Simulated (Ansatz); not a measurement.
System: Sr vacancy in rock-salt SrO (charge state -2). Level of theory: PBE, PAW (plane waves to 420 eV; Ansatz, a quantum-chemistry and plane-wave program).

Settings: 64 host sites, the relaxed PBE lattice, the Γ point alone, smearing 0.01 eV, spin-restricted, no image-charge correction. No zero-point or tunnelling terms. The charge state is imposed; whether it is stable for some Fermi level was not computed. Forms of the defect that were not tried may lie lower.

Barriers: single points on a 2×2×2 k-point mesh shifted by half a step at the bands' geometries (they differ from the bands' own by up to 0.16 eV, and are uncertain by about as much).

The step: one Sr atom jumps into the vacancy from a nearby Sr site; the atom moves 3.45 Å along (0.00, -0.47, -0.47) of the unit cell; the moving atom starts with neighbours 2 O at 2.54, 2 O at 2.59, 2 O at 2.68 Å and ends with 2 O at 2.53, 2 O at 2.59, 2 O at 2.68 Å.

### Question
What migration barrier of this step does PBE, PAW give?

### Answer
1.81 eV, the same both ways. At the saddle the moving atom has neighbours 2 O at 2.25 Å. The saddle point's order was not checked, and it lies on a symmetry element of the cell, where a band can be held.
